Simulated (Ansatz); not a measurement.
L1₂ (Cu3Au-type) Pt₃Ti was calculated with PBE0 in Ansatz (plane waves, PAW).

Run with plane-wave cutoff 460 eV, 8×8×8 k mesh, Fermi–Dirac smearing 0.05 eV, no spin polarisation, scalar-relativistic PAW data made under PBE.

Cell (relaxed at this level):

Space group Pm-3m (No. 221); a = 3.9104 Å, b = 3.9104 Å, c = 3.9104 Å, α = 90.00°, β = 90.00°, γ = 90.00°

```tsv
atom	site	symmetry	x	y	z
Ti	1a	m-3m	0.0000	0.0000	0.0000
Pt	3c	4/mm.m	0.0000	0.5000	0.5000
```

**Question.** What does this level give for the bulk modulus B0 and pressure derivative B′ of the bulk modulus?

**Answer.** 
- bulk modulus B0: 266 GPa
- pressure derivative B′ of the bulk modulus: 5.0

Note: the run has no spin polarisation, so it can have missed a magnetic state.

Spin–orbit coupling is not included.

Static lattice: no zero-point or thermal effects.

Computing time: around 30 core-minutes (rough).

Ansatz is a program for electronic structure.
